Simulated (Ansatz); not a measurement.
Take NaF in the rock salt structure (space group Fm-3m, No. 225; a = 4.701 Å) as the base.

The values are results of plane-wave PAW DFT at the PBE level (Ansatz, an electronic-structure program, 420 eV), scalar-relativistic without spin-orbit coupling, not measurements.

For the base:

The band gap comes out as 6.09 eV.

The change: every lattice vector is stretched by 3.00 %; the atoms relax in the strained cell.

Question: Predict the new energy relative to the base.

Answer: The energy rises by 13 meV/atom.

Question: Estimate the effect on the band gap.

Answer: The band gap falls by 0.433 eV, from 6.09 eV to 5.65 eV.

Stability against distortions was not tested.
